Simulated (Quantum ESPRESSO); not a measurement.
## Equation of state of fcc Cu (space group 225): energy against volume (Quantum ESPRESSO, PBE)

```yaml
crystal:
  lattice:
    - [0.00000, 1.77290, 1.77290]
    - [1.77290, 0.00000, 1.77290]
    - [1.77290, 1.77290, 0.00000]
  atoms:
    - { symbol: Cu, position: [0.00000, 0.00000, 0.00000] }
```

Level of theory: PBE, PSlibrary PAW (PBE) pseudopotentials (plane waves; Quantum ESPRESSO). Settings: ecutwfc = 65 Ry; ecutrho = 390 Ry; occupations = smearing; smearing = fermi-dirac; degauss = 0.0036749 Ry; potentials = {Cu: Cu.pbe-dn-kjpaw_psl.1.0.0.UPF}; K_POINTS = automatic 28 28 28 0 0 0; conv_thr = 1e-10 Ry. The cell above is the first row's. The rows scale it uniformly. In all rows the k mesh is held. E is the free energy at the stated smearing, counted from the lowest row.

```csv
V (Å^3/atom),E (meV/atom)
11.145,27.92
11.387,13.04
11.630,3.96
11.872,0.00
12.114,0.58
12.357,5.16
12.599,13.28
12.841,24.54
13.083,?
```

The 8 complete rows are fitted with the third-order Birch-Murnaghan form, a cubic in V^(-2/3), E against V. With u = V^(-2/3) - 0.191, the rows have u = 0.009423, 0.006573, 0.003811, 0.001155, -0.001413, -0.003907, -0.006310, -0.008638. Least squares gives E = -0.271 - 139.77·u + 323920·u² + 884565·u³. Residuals (row less fit): 0.006, -0.016, 0.010, -0.001, 0.009, -0.007, -0.006, 0.004; standard error 0.012 (degrees of freedom: 4). Its minimum lies at u = 0.000216, so V0 = (0.191216)^(-3/2) = 11.96. There d²E/du² = 649000 and d³E/du³ = 5307000, so B0 = (4/9) × 11.96^(-7/3) × 649000 × 0.160218 = 141 GPa (the last factor turns the table's units into GPa), and B0' = 4 + (2/3) × 0.191216 × (5307000)/649000 = 5.0. The program's pressures in the fitted runs (not shown) pass through zero at V = 11.96, 0.02 % from this V0.

Q: What does the fit predict for E at V = 13.083, and how far is the calculated value from it?

A: u = -0.010894, so E = -0.271 - 139.77 × (-0.010894) + 323920 × (-0.010894)² + 884565 × (-0.010894)³ = 38.551 meV/atom. The calculation gives 38.56 meV/atom, 0.009 meV/atom above the prediction (under 0.05 % of the range of E in the table). The row lies outside the fitted rows, so this is an extrapolation. From the scatter of the fitted rows alone, a prediction at this place has a standard error of 0.029 meV/atom, so the miss is 0.3 times that.

Carrying the step between the two nearest rows on in a straight line would have given 35.80, off by 2.76; series whose last step already gives the withheld value aren't shown. The scan was laid around a cell of about the measured size, scaled by a guess for this functional. Spin polarisation is off. Cutoffs and mesh are single choices, not tested for convergence of this quantity. Series with a scatter that would blur these digits, or in which a gap closes, are not shown. Nor are scans whose minimum lies at an end fitted in this form.
